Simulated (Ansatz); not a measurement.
A (7,0) gold nanotube has 14 atoms in a period of 4.718 Å, a mean diameter of 6.40 Å, and lies 165 meV/atom over the flat sheet relaxed at the same level.

The numbers are results of PBE (plane waves to 420 eV, PAW; Ansatz, a program for electronic structure), not measurements. Mesh 1×1×14. No spin polarisation. It repeats along c; a and b span vacuum. A hypothetical model, rolled from the flat sheet. Only distortions within the start's symmetry and period were free. Values not marked SOC lack spin–orbit coupling.

Problem. Which bending rigidity of the sheet does this imply in the thin-plate picture?

Solution. A plate bent to radius R stores D/(2R²) an area. The area an atom is π × 6.40 × 4.718/14 = 6.78 Å², so the stored energy is 0.165/6.78 = 0.0243 eV/Å². With R = 3.200 Å, D = 2R² × 0.0243 = 0.50 eV.
